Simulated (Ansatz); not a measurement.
**Converging the k-point mesh at a smearing width of 0.05 eV: PdPt (R3m, 2 atoms in the cell)**

```
CELL_PARAMETERS angstrom
      1.37648     0.79471     4.53756
     -1.37648     0.79471     4.53756
      0.00000    -1.58943     4.53756
ATOMIC_POSITIONS crystal
  Pd 0.00367 0.00367 0.00367
  Pt 0.50000 0.50000 0.50000
```

Level of theory: PBEsol, default PAW files made with PBE (plane waves; Ansatz, a quantum-chemistry and plane-wave program).

Base settings: basis.ecutwfc = 420 eV; kpoints.mp_grid.grid = 14 14 14; hamiltonian.xc = pbesol; hamiltonian.pseudopotentials = {kind: paw} (the program's default PAW files); scf.occupations.method = fermi_dirac; scf.occupations.width = 0.1 eV.

In this ladder: scf.occupations.width = 0.05 eV.

The second cell is the first with its lattice scaled by 0.98.

Only quantities that move along the ladder and can be compared are tabulated.

The count of work is k-points × plane waves × bands × iterations; it is no time. Core times come from one kind of shared machine, to one figure; runs under 30 s give none.

The starting cell comes from a database of computed structures (which also holds hypothetical and non-ambient phases and stackings), without a prior relaxation at this level. Its lattice was rescaled by up to half a per cent. One atom was moved a little off its site on purpose. Spin polarisation is off. Ansatz's pressure includes its estimate of the finite-basis (Pulay) stress.

| kpoints.mp_grid.grid | free energy less the last step's (meV/atom) | energy of the compressed cell less the first (meV/atom) | pressure (GPa) | largest difference of a force vector from the last step's (eV/Å) | count of work / last | core time / last (rough) |
|---|---|---|---|---|---|---|
| 5 5 5 | 124.90 | 48.30 | 0.82 | 0.021 | 0.0058 | – |
| 6 6 6 | -40.01 | 28.73 | -2.57 | 0.013 | 0.011 | – |
| 7 7 7 | -0.01 | 32.77 | -1.90 | 0.003 | 0.016 | – |
| 9 9 9 | -13.14 | 30.89 | -2.23 | 0.007 | 0.026 | – |
| 10 10 10 | 3.90 | 34.12 | -1.66 | 0.009 | 0.035 | – |
| 13 13 13 | 4.52 | 33.20 | -1.83 | 0.002 | 0.070 | – |
| 15 15 15 | -1.01 | 32.78 | -1.91 | 0.002 | 0.10 | – |
| 18 18 18 | 0.23 | 32.92 | -1.88 | 0.002 | 0.18 | – |
| 22 22 22 | 0.20 | 32.73 | -1.92 | 0.001 | 0.31 | 0.3 |
| 27 27 27 | 0.36 | 32.74 | -1.92 | 0.000 | 0.56 | 0.6 |
| 33 33 33 | 0.00 | 32.75 | -1.92 | 0.000 | 1.0 | 1 |

Coarsest kpoints.mp_grid.grid that holds the forces within 0.005 eV/Å of the last step, with all finer ones: 13 13 13, at 0.070 of the last step's count of work; the step before is off by 0.009 eV/Å.

Coarsest kpoints.mp_grid.grid that holds the pressure within 0.1 GPa of the last step, with all finer ones: 13 13 13, at 0.070 of the last step's count of work; the step before is off by 0.26 GPa.

Coarsest kpoints.mp_grid.grid that holds the energy of the compressed cell less the first within 1 meV/atom of the last step, with all finer ones: 13 13 13, at 0.070 of the last step's count of work; the step before is off by 1.4 meV/atom.

The energy difference between the two cells stays within 1 meV/atom of the last step's from 13 13 13 on, the total only from 18 18 18 on: much of the error is common to both cells and cancels.

Keys are those of Ansatz 0.2.
